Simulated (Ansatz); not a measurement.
Thickness series in hypothetical diamond Zn

Base system: Zn in the diamond structure (space group Fd-3m, No. 227; a = 5.8268 Å; a hypothetical phase, not in the database extracts checked). Axes: x, y, z lie along the cube axes.

Free-standing slabs (2 atom(s) a layer) normal to [110] with 15 Å of vacuum; in-plane cell held at bulk.

The values are results of PBE, PAW, 420 eV (Ansatz, a program for electronic structure; scalar-relativistic without spin-orbit coupling), not measurements.

Candidates:
(a) 6 layers
(b) 2 layers
(c) 3 layers
(d) 1 layer
(e) 4 layers

Before the change:

- Shortest interatomic distance = 2.523 Å

Task: Order them by shortest interatomic distance, highest first.

Result: (d) 1 layer (3.010 Å), (b) 2 layers (2.500 Å), (a) 6 layers (2.477 Å), (c) 3 layers (2.466 Å), (e) 4 layers (2.425 Å)

Whether these cells are dynamically stable was not tested.
